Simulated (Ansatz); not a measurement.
A hypothetical phase is included: elements placed on a structure type, which no database files for this compound.

By PBEsol, the system below comes out a metal.

Consider the following.

```
CELL_PARAMETERS angstrom
      5.08099     0.00000     0.00000
      0.00000     5.08099     0.00000
      2.54049    -2.54049     3.59280
ATOMIC_POSITIONS crystal
  Bi 0.25000 0.25000 0.50000
  Bi 0.50000 0.50000 0.00000
```

The cell was relaxed by PBE-D3(BJ).

The current flows along the normal of the first two printed cell vectors, the (001) plane of the conventional cell. No spin-orbit coupling; the value is a mean over 0.1 eV about the Fermi level.

**Question.** Compute, with PBEsol run with Ansatz (a quantum-chemistry and plane-wave program), the ballistic conductance per area.

**Answer.** 0.26 × 10¹⁵ S/m² for both spins.
